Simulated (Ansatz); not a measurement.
Cu: biaxial strain +2.00 %, plane normal [001], relaxed out of plane

Base system: Cu in the fcc (Cu type) structure (space group Fm-3m, No. 225; a = 3.564 Å; relaxed with 0.1 eV smearing). Axes: x, y, z lie along the cube axes.

Now apply this change: biaxial strain +2.00 %, plane normal [001], relaxed out of plane (Cartesian); in-plane vectors clamped, the third vector and the atoms free.

Method: Ansatz (a first-principles code) PBEsol, scalar-relativistic without spin-orbit coupling. Γ-centred 32×32×32 mesh, Fermi–Dirac width 0.1 eV.

* **Space group**: I4/mmm (No. 139) (base Fm-3m (No. 225))
* **Shortest interatomic distance**: 2.509 Å (base 2.520 Å)
* **Energy relative to the base (free energy F)**: +3.6 meV/atom
* **Pressure (mean of the normal stresses, compression positive)**: -1.6 GPa (base 0.0 GPa)
* **Band gap**: zero (base zero)
* **Out-of-plane strain**: -2.91 %
* **Ratio −ε⊥/ε∥**: 1.45
* **Mean in-plane stress (compression positive)**: -2.4 GPa

No phonon test of stability was made. The final runs are not spin-polarised.
